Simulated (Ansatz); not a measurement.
Response to strain in TiC

Consider TiC in the rock salt structure (space group Fm-3m, No. 225; relaxed with 0.1 eV smearing).

```
TiC
1.0
    0.00000     2.13046     2.13046
    2.13046     0.00000     2.13046
    2.13046     2.13046     0.00000
Ti C
1 1
Direct
  0.00000   0.00000   0.00000
  0.50000   0.50000   0.50000
```

Cartesian axes are those of the cell as printed.

Strains are applied to the cell and any free atomic positions relax; under biaxial strain the out-of-plane vector relaxes too.

Level of theory: DFT with LDA, PAW potentials and a 420 eV plane-wave cutoff in Ansatz (a program for electronic structure), no SOC.

Notes on the quantities. energy relative to the base: free energy F.

```json
[
 {"biaxial strain, plane normal [111], relaxed out of plane (%)": "-2.5", "energy relative to the base (meV/atom)": "23.2"},
 {"biaxial strain, plane normal [111], relaxed out of plane (%)": "-2.08", "energy relative to the base (meV/atom)": "15.9"},
 {"biaxial strain, plane normal [111], relaxed out of plane (%)": "-1.67", "energy relative to the base (meV/atom)": "10.1"},
 {"biaxial strain, plane normal [111], relaxed out of plane (%)": "-1.25", "energy relative to the base (meV/atom)": "?"},
 {"biaxial strain, plane normal [111], relaxed out of plane (%)": "-0.83", "energy relative to the base (meV/atom)": "2.5"},
 {"biaxial strain, plane normal [111], relaxed out of plane (%)": "-0.42", "energy relative to the base (meV/atom)": "0.6"},
 {"biaxial strain, plane normal [111], relaxed out of plane (%)": "0", "energy relative to the base (meV/atom)": "0.0"}
]
```

Problem. Fit ΔE = Aε² + Bε³ (ε in %) to the rows shown and predict the withheld row.

Solution. Least squares on the printed values gives A = 3.47 and B = -0.095 meV/atom (largest residual 0.1 meV/atom); this predicts 5.6 meV/atom, and the run gives 5.6 meV/atom, in agreement.

Stability against distortions was not tested. The final runs are not spin-polarised.
